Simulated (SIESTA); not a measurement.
## Input and output of a self-consistent single point for LuBrO (P4/nmm, 6 atoms in the cell) (SIESTA)

Level of theory: GGA PBEsol, numerical atomic orbitals TZP, PseudoDojo PBEsol standard norm-conserving potentials (rewritten from UPF to PSML) (SIESTA).

This input was run:

```
# files in the folder: Lu.psml Br.psml O.psml (PseudoDojo PBEsol standard)
SystemName  LuBrO
SystemLabel LuBrO

NumberOfAtoms                6
NumberOfSpecies              3
%block ChemicalSpeciesLabel
  1 71 Lu
  2 35 Br
  3 8 O
%endblock ChemicalSpeciesLabel
LatticeConstant              3.760082 Ang
%block LatticeVectors
     1.000000000    0.000000000    0.000000000
     0.000000000    1.000000000    0.000000000
     0.000000000    0.000000000    2.219093892
%endblock LatticeVectors
AtomicCoordinatesFormat      Fractional
%block AtomicCoordinatesAndAtomicSpecies
     0.000000000    0.500000000    0.367240000  1
     0.500000000    0.000000000    0.632760000  1
     0.500000000    0.000000000    0.171800000  2
     0.000000000    0.500000000    0.828200000  2
     0.000000000    0.000000000    0.500000000  3
     0.500000000    0.500000000    0.500000000  3
%endblock AtomicCoordinatesAndAtomicSpecies

XC.functional                GGA
XC.authors                   PBEsol
PAO.BasisSize                TZP
PAO.EnergyShift              0.01 Ry
MeshCutoff                   400 Ry
%block kgrid.MonkhorstPack
    5   0   0  0.5
    0   5   0  0.5
    0   0   2  0.5
%endblock kgrid.MonkhorstPack
OccupationFunction           FD
ElectronicTemperature        0.05 eV

MaxSCFIterations             150
SCF.Mixer.Method             Broyden
SCF.Mixer.Weight             0.1
SCF.Mixer.History            8
SCF.DM.Tolerance             1.0E-05
Diag.ParallelOverK           true
WriteForces                  true
```

Log, with long lists cut:

```
reinit: Reading from file input.fdf

reinit: System Name: LuBrO
reinit: System Label: LuBrO

coor:   Atomic-coordinates input format  =     Fractional

siesta: Atomic coordinates (Bohr) and species
siesta:      0.00000   3.55276   5.79058  1        1
siesta:      3.55276   0.00000   9.97725  1        2
siesta:      3.55276   0.00000   2.70891  2        3
siesta:      0.00000   3.55276  13.05891  2        4
siesta:      0.00000   0.00000   7.88391  3        5
siesta:      3.55276   3.55276   7.88391  3        6

siesta: System type = bulk

initatomlists: Number of atoms, orbitals, and projectors:      6   160   126

siesta: ******************** Simulation parameters ****************************
redata: Spin configuration                          = none
redata: Time-Reversal Symmetry                      = T
redata: Number of Atomic Species                    =        3
redata: Mesh Cutoff                                 =   400.0000 Ry
redata: Net charge of the system                    =     0.0000 |e|
redata: Min. number of SCF Iter                     =        0
redata: Max. number of SCF Iter                     =      150
redata: SCF convergence failure will abort job
redata: SCF mix quantity                            = Hamiltonian
redata: Mix DM or H after convergence               =   F
redata: Recompute H after scf cycle                 =   F
redata: Mix DM in first SCF step                    =   T
redata: No kicks to SCF
redata: DM Mixing Weight for Kicks                  =     0.5000
redata: Require Harris convergence for SCF          =   F
redata: Harris energy tolerance for SCF             =     0.000100 eV
redata: Require DM convergence for SCF              =   T
redata: DM tolerance for SCF                        =     0.000010
redata: Require EDM convergence for SCF             =   F
redata: EDM tolerance for SCF                       =     0.001000 eV
redata: Require H convergence for SCF               =   T
redata: Hamiltonian tolerance for SCF               =     0.001000 eV
redata: Require (free) Energy convergence for SCF   =   F
redata: (free) Energy tolerance for SCF             =     0.000100 eV
redata: Using DFT-D3 dispersion                     =   F
redata: Using Saved Data (generic)                  =   F
redata: Method of Calculation                       = Diagonalization
redata: Electronic Temperature                      =   580.2259 K
redata: Number of TDED substeps                     =        3
redata: Dynamics option                             = Single-point calculation
redata: Save all siesta data in one NC              =   F
redata: ***********************************************************************

%block SCF.Mixers
  Broyden
%endblock SCF.Mixers

%block SCF.Mixer.Broyden
  # Mixing method
  method broyden

  # Mixing options
  weight 0.1000
  weight.linear 0.1000
  weight.prime 0.1000
  history 8
%endblock SCF.Mixer.Broyden

DM_history_depth set to one: no extrapolation allowed by default for geometry relaxation
Size of DM history Fstack: 1
Total number of electrons:    76.000000
Total ionic charge:    76.000000

* ProcessorY, Blocksize:    1  64

* Orbital distribution balance (max,min):   160   160

k-point displ. along   1 input, could be:     0.50    0.00
k-point displ. along   2 input, could be:     0.50    0.00
 Kpoints in:           25 . Kpoints trimmed:           25

siesta: k-grid: Number of k-points = 25
siesta: k-points from Monkhorst-Pack grid
siesta: k-cutoff (effective) =     8.344 Ang
siesta: k-point supercell and displacements
siesta: k-grid:     5     0     0      0.500
siesta: k-grid:     0     5     0      0.500
siesta: k-grid:     0     0     2      0.500

diag: Algorithm                                     = D&C
diag: Parallel over k                               =   F
diag: Use parallel 2D distribution                  =   F
diag: Parallel block-size                           = 64
diag: Parallel distribution                         =     1 x     1
diag: Used triangular part                          = Lower
diag: Absolute tolerance                            =  0.100E-15
diag: Orthogonalization factor                      =  0.100E-05
diag: Memory factor                                 =  1.0000

superc: Internal auxiliary supercell:     5 x     5 x     3  =      75
superc: Number of atoms, orbitals, and projectors:    450  12000   9450

                        Single-point calculation

superc: Internal auxiliary supercell:     5 x     5 x     3  =      75
superc: Number of atoms, orbitals, and projectors:    450  12000   9450

outcell: Unit cell vectors (Ang):
        3.760082    0.000000    0.000000
        0.000000    3.760082    0.000000
        0.000000    0.000000    8.343975

outcell: Cell vector modules (Ang)   :    3.760082    3.760082    8.343975
outcell: Cell angles (23,13,12) (deg):     90.0000     90.0000     90.0000
outcell: Cell volume (Ang**3)        :    117.9689
new_DM -- step:     1
Initializing Density Matrix...

Attempting to read DM from file... Failed...
DM filled with atomic data:

InitMesh: MESH = 48 x 48 x 108 = 248832
InitMesh: Mesh cutoff (required, used) =   400.000   450.391 Ry

stepf: Fermi-Dirac step function

        iscf     Eharris(eV)        E_KS(eV)     FreeEng(eV)     dDmax    Ef(eV) dHmax(eV)
   scf:    1   -15154.571753   -15165.596992   -15165.596992  1.353631 -2.398276 12.582749
   scf:    2   -15173.078952   -15169.589600   -15169.589600  0.095120 -2.930639  8.321357
   scf:    3   -15174.322390   -15173.430658   -15173.430658  0.178780 -3.219694  2.374286
   scf:    4   -15172.827572   -15173.403882   -15173.403882  0.064013 -3.891006  2.463131
   scf:    5   -15173.382178   -15173.590949   -15173.590949  0.026945 -3.963230  1.327392
   scf:    6   -15173.616846   -15173.653925   -15173.653925  0.031978 -4.119450  0.606910
   [... 7 lines left out ...]
   scf:   14   -15173.666542   -15173.666542   -15173.666542  0.000045 -4.118900  0.000384
   scf:   15   -15173.666542   -15173.666542   -15173.666542  0.000024 -4.118970  0.000276
   scf:   16   -15173.666542   -15173.666542   -15173.666542  0.000015 -4.119002  0.000227
   scf:   17   -15173.666542   -15173.666542   -15173.666542  0.000011 -4.119020  0.000194
   scf:   18   -15173.666542   -15173.666542   -15173.666542  0.000009 -4.119031  0.000169

SCF Convergence by DM+H criterion
max |DM_out - DM_in|         :     0.0000092742
max |H_out - H_in|      (eV) :     0.0001691816
SCF cycle converged after 18 iterations

Using DM_out to compute the final energy and forces

siesta: E_KS(eV) =           -15173.6665

siesta: E_KS - E_eggbox =    -15173.6665

siesta: Atomic forces (eV/Ang):
     1   -0.000000    0.000000    0.431979
     2   -0.000000    0.000000   -0.431979
     3   -0.000000   -0.000000    0.025651
     4    0.000000    0.000000   -0.025651
     5    0.000000   -0.000000    0.000000
     6    0.000000    0.000000    0.000000
   Tot   -0.000000    0.000000    0.000000
   Max    0.431979
   Res    0.144247    sqrt( Sum f_i^2 / 3N )
   Max    0.431979    constrained

Stress tensor Voigt[x,y,z,yz,xz,xy] (kbar):       52.95       52.95       39.74        0.00        0.00        0.00
(Free)E + p*V (eV/cell)   -15177.2409
Target enthalpy (eV/cell)   -15173.6665

siesta: Program's energy decomposition (eV):
siesta: Ebs     =     -1190.766719
siesta: Eions   =     21268.713077
siesta: Ena     =      2268.650203
siesta: Ekin    =      9279.104309
siesta: Enl     =     -2994.776595
siesta: Eso     =         0.000000
siesta: Edftu   =         0.000000
siesta: DEna    =        58.671666
siesta: DUscf   =         2.580670
siesta: DUext   =         0.000000
siesta: Ex      =     -2361.538414
siesta: Ec      =      -157.645306
siesta: Exc     =     -2519.183719
siesta: Eharris =    -15173.666542
siesta: Etot    =    -15173.666542
siesta: FreeEng =    -15173.666542

siesta: Atomic forces (eV/Ang):
siesta:      1   -0.000000    0.000000    0.431979
siesta:      2   -0.000000    0.000000   -0.431979
siesta:      3   -0.000000   -0.000000    0.025651
siesta:      4    0.000000    0.000000   -0.025651
siesta:      5    0.000000   -0.000000    0.000000
siesta:      6    0.000000    0.000000    0.000000
siesta: ----------------------------------------
siesta:    Tot   -0.000000    0.000000    0.000000

siesta: Stress tensor (static) (eV/Ang**3):
siesta:     0.033048    0.000000   -0.000000
siesta:     0.000000    0.033048    0.000000
siesta:     0.000000    0.000000    0.024801

siesta: Cell volume =        117.968926 Ang**3

siesta: Pressure (static):
siesta:                Solid            Molecule  Units
siesta:          -0.00033000         -0.00029622  Ry/Bohr**3
siesta:          -0.03029930         -0.02719810  eV/Ang**3
siesta:         -48.54483522        -43.57616307  kBar
```

The run converged in 18 iterations.

The starting cell comes from a database of published, mostly measured structures (it also holds non-ambient and calculated ones), without a prior relaxation at this level. Its lattice was rescaled by a random factor within 2.5 % of one. Values carry the incompleteness of an atom-centred basis. With a pressure of about -5 GPa the cell is away from its equilibrium volume at this level.

Cost on one core of a shared machine: roughly 3 min.
